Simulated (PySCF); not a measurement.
We consider rock-salt NaH, described by PBE in PySCF (GTH pseudopotentials, Gaussian basis, DZ basis).

The same calculation (at the measured cell, 14.455 Å³/atom) with different numerical settings:

```tsv
run	k mesh	gap on the mesh (eV)	total energy (eV/atom)
1	2×2×2	3.765	-650.2529
2	3×3×3	5.822	-650.4248
3	4×4×4	3.730	-650.4178
4	5×5×5	4.576	-650.4177
```

In the column total energy (eV/atom) the first row differs from the last by +0.1648 and the next to last by -0.0001.

The last row is no converged limit: other settings stay fixed.
